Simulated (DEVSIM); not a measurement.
# abrupt Ge p-n junction

Device: abrupt Ge p-n junction, at 300 K.

| layer (left to right) | material | thickness (μm) | Nd (cm⁻³) | Na (cm⁻³) | τn (s) | τp (s) |
|---|---|---|---|---|---|---|
| 1 | Ge | 0.340 | - | 1.5e18 | 5.1e-7 | 5.1e-7 |
| 2 | Ge | 0.590 | 2.7e17 | - | 5.1e-7 | 5.1e-7 |

Left contact: ohmic. Right contact: ohmic. Voltage is applied to the left contact. Recombination: SRH at mid-gap, radiative. Mobility is constant in doping.

Constants are typed, rounded textbook-type inputs, not results; the design itself was drawn at random and stands for no fabricated device. Values at 300 K.

| parameter | Ge |
|---|---|
| gap (eV) | 0.664 |
| affinity (eV) | 4 |
| permittivity | 16 |
| Nc (cm⁻³) | 1.04e19 |
| Nv (cm⁻³) | 6e18 |
| μn (cm²/Vs) | 3900 |
| μp (cm²/Vs) | 1900 |
| B (cm³/s) | 6.4e-14 |

DEVSIM, 1D drift-diffusion, Boltzmann statistics, complete ionisation; no tunnelling, impact ionisation, image-force lowering or self-heating.

The potential step across the device at zero bias is 0.534 V and the largest field in the device at zero bias is 160000 V/cm. The dark forward voltage at 1 A/cm² is 0.204 V and the dark forward voltage at 100 A/cm² is 0.324 V.

Dark forward current:

(V (V), J (A/cm²)): (0.05, 0.0022); (0.10, 0.018); (0.15, 0.12); (0.20, 0.85); (0.25, 5.9); (0.30, 40); (0.35, 280); (0.40, 1900); (0.45, 12000)
